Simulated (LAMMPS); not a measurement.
Consider a melt of Al (fcc) with 75 % of Al sites Cu, 2048 atoms, cooled from 1750 K to 300 K at 1e+14 K/s, at zero pressure in molecular dynamics.

Computed with classical MD, pair style eam/alloy, file AlCu.eam.alloy (LAMMPS).

- state found = glass
- density = 6.80 g/cm³ (one sample)
- volume per atom = 13.3 Å³ (one sample)
- enthalpy per atom = -3.497 eV (one sample)
- first peak of g(r), Al-Cu = 2.62 Å, height 4.8
- coordination number of Al by Cu = 11.0 (counted to 3.50 Å)
- coordination number of Cu by Al = 3.68 (counted to 3.50 Å)
- first peak of g(r), Cu-Cu = 2.53 Å, height 4.6
- coordination number of Cu by Cu = 9.1 (counted to 3.38 Å)
- first peak of g(r), Al-Al = 2.71 Å, height 3.1
- coordination number of Al by Al = 2.87 (counted to 3.62 Å)
- most common Al-Cu-Cu angle = in the 3° bin centred on 58.5° (mean of all 95°)
- most common Cu-Cu-Cu angle = in the 3° bin centred on 58.5° (mean of all 97°)
- most common Al-Cu-Al angle = in the 3° bin centred on 58.5° (mean of all 101°)
- mean frequency of the velocity spectrum = 5.1 THz
- cost = roughly 6 core-minutes

Potential: file AlCu.eam.alloy of the LAMMPS distribution; its header cites Cai and Ye, Phys Rev B, 54, 8398-8410 (1996).

```csv
T (K),potential energy (eV/atom)
1726,-3.2320
1678,-3.2410
1629,-3.2548
1581,-3.2624
1532,-3.2783
1484,-3.2866
1436,-3.2923
1388,-3.3028
1339,-3.3142
1291,-3.3267
1242,-3.3363
1194,-3.3489
1146,-3.3605
1098,-3.3742
1049,-3.3836
1001,-3.3932
952.5,-3.4019
904.2,-3.4115
855.8,-3.4244
807.5,-3.4354
759.2,-3.4455
710.8,-3.4558
662.5,-3.4645
614.2,-3.4741
565.8,-3.4842
517.5,-3.4928
469.2,-3.5009
420.8,-3.5085
372.5,-3.5171
324.2,-3.5244
```
